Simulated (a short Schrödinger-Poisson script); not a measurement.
System: MOS inversion layer, SiO2 on p-type Si(100), at 300 K.

| layer | material | thickness (nm) | Na (cm⁻³) |
|---|---|---|---|
| 1 | SiO2 | 1.6 | - |
| 2 | Si | 830 | 2.7e17 |

The device is made up for the run: typed textbook-type constants, with dimensions and the other settings drawn at random. SiO2: permittivity 3.9, conduction-band edge (eV) 3.15, gap (eV) 9, electron mass (mₑ) 0.5. Si: permittivity 11.7, conduction-band edge (eV) 0, gap (eV) 1.124, Nv at 300 K (cm⁻³) 3.1e19.

Channel valleys (confinement mass, in-plane density-of-states mass, number): Δ2 0.916, 0.19, 2; Δ4 0.19, 0.417, 4. At the gate the conduction-band edge of layer 1 lies 3.4 eV − eVg above the Fermi level of the channel; the field vanishes at the back. Gaps are held at their typed values at every temperature. Mesh 0.03 nm at interfaces.

From a short Schrödinger-Poisson script (our own, NumPy): 1D Poisson equation in equilibrium, electrons classical, Boltzmann, parabolic valleys, classical holes, full ionisation, no traps, pinning or gate leakage.

The same stack at other levels of the model or other numerical settings:

| run | sheet density of all electrons at Vg = 1.1 V (cm⁻²) | sheet density of all electrons at Vg = 0.5 V (cm⁻²) | capacitance at Vg = 1.1 V (μF/cm²) | centroid of the channel electrons at Vg = 1.1 V (nm) | rough cost against the base |
|---|---|---|---|---|---|
| base | 8.71e12 | 1.57e12 | 2.01 | 0.49 | about 1 |
| electrons treated as classical, Fermi-Dirac | 8.30e12 | 1.53e12 | 1.89 | (withheld) | 5 |
| electrons treated as quantum, Hartree | 6.73e12 | (withheld) | 1.68 | 1.66 | 30 |
| mesh six times as coarse | (withheld) | 1.53e12 | 1.97 | 0.58 | 0.6 |

Question: Some entries are withheld; supply them.

Answer: 
- mesh six times as coarse, sheet density of all electrons at Vg = 1.1 V (cm⁻²): 8.53e12
- electrons treated as quantum, Hartree, sheet density of all electrons at Vg = 0.5 V (cm⁻²): 9.12e11
- electrons treated as classical, Fermi-Dirac, centroid of the channel electrons at Vg = 1.1 V (nm): 0.66

The classical rows ignore confinement, and Boltzmann statistics overrate the density once the band edge passes the Fermi level.
